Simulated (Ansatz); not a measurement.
Candidates (primitive cells; geometry: cell and atoms relaxed with PBEsol):
A. ZnS (F-43m), a = 3.7877 Å, b = 3.7877 Å, c = 3.7877 Å, α = 60.00°, β = 60.00°, γ = 60.00°
B. ZnSe (F-43m), a = 3.9835 Å, b = 3.9835 Å, c = 3.9835 Å, α = 60.00°, β = 60.00°, γ = 60.00°
C. BP (F-43m), a = b = c = 3.1962 Å, α = β = γ = 60.00°

**Question.** Order them by hole conductivity mass (lowest first) at the level Ansatz (a quantum-chemistry and plane-wave program) with PBEsol with spin-orbit coupling, rigid bands.

**Answer.** C (0.42 mₑ), B (0.66 mₑ), A (0.84 mₑ)

Masses are for dilute carriers at 300 K, harmonic means over directions unless an axis is named.
